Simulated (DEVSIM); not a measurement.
## abrupt Ge p-n junction

Structure: abrupt Ge p-n junction, at 250 K.

```csv
layer (left to right),material,thickness (μm),Nd (cm⁻³),Na (cm⁻³),τn (s),τp (s)
1,Ge,27.0,-,4.8e15,2.5e-7,2.5e-7
2,Ge,1.40,1e16,-,2.5e-7,2.5e-7
```

Left contact: ohmic. Right contact: ohmic. Voltage is applied to the left contact. Recombination: SRH at mid-gap, Auger. Mobility is constant in doping.

Constants are typed, rounded textbook-type inputs, not results; the design itself was drawn at random and stands for no fabricated device. Values at 300 K; Nc and Nv go as T^1.5, mobilities as T to minus their exponent, the gap by Varshni's rule with the affinity fixed.

| parameter | Ge |
|---|---|
| gap (eV) | 0.664 |
| affinity (eV) | 4 |
| permittivity | 16 |
| Nc (cm⁻³) | 1.04e19 |
| Nv (cm⁻³) | 6e18 |
| μn (cm²/Vs) | 3900 |
| μp (cm²/Vs) | 1900 |
| T exponent of μn | 1.66 |
| T exponent of μp | 2.33 |
| Cn (cm⁶/s) | 1e-31 |
| Cp (cm⁶/s) | 1e-31 |
| Varshni α (eV/K) | 0.000477 |
| Varshni β (K) | 235 |

DEVSIM, 1D drift-diffusion, Boltzmann statistics, complete ionisation; no tunnelling, impact ionisation, image-force lowering or self-heating.

```json
{
  "potential_step_across_the_device_at_zero_bias": "0.391 V",
  "largest_field_in_the_device_at_zero_bias": "16000 V/cm",
  "Dark forward voltage at 1 A/cm²": "0.262 V",
  "Dark forward voltage at 100 A/cm²": "0.426 V"
}
```

Small-signal capacitance in reverse bias (quasi-static):

| V (V) | C (nF/cm²) |
|---|---|
| -0.2 | 25.9 |
| -0.5 | 20.8 |
| -1 | 16.5 |
| -1.5 | 14.1 |
| -2 | 12.5 |
| -3 | 10.5 |
| -4 | 9.20 |
| -5 | 8.30 |
| -6.5 | 7.33 |
| -8 | 6.64 |
| -10 | 5.96 |

Dark forward current:

(V (V), J (A/cm²)): (0.05, 5.7e-5); (0.10, 0.00061); (0.15, 0.0062); (0.20, 0.062); (0.25, 0.60); (0.30, 5.0); (0.35, 24); (0.40, 68); (0.45, 140); (0.50, 250); (0.55, 390); (0.60, 560); (0.65, 780); (0.70, 1000); (0.75, 1300); (0.80, 1600); (0.85, 2000)
